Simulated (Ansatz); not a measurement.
Take SnTe in the rock salt structure (space group Fm-3m, No. 225; a = 6.235 Å) as the base. Axes: x, y, z lie along the cube axes.

Calculations: LDA (Ansatz, a first-principles code, PAW, no SOC).

Perturbation: uniaxial strain ε_zz = +2.00 %, all other strain components held at zero; the atoms relax in the strained cell.

Predict the stress tensor and what it implies for the stiffness.

Stress of the strained cell less that of the base (GPa, compression positive):
```
  -0.06    0.00    0.00
   0.00   -0.06    0.00
   0.00    0.00   -2.59
```

Then −Δσ_ii/ε with ε = 0.0200 gives secant stiffness values (nonlinear terms included at this strain): C33 ≈ 130 GPa.

As a check, the harmonic strain energy −½ V₀ Δσ:ε is 4.9 meV/atom; the computed energy rise is 5.1 meV/atom.

No phonon test of stability was made.
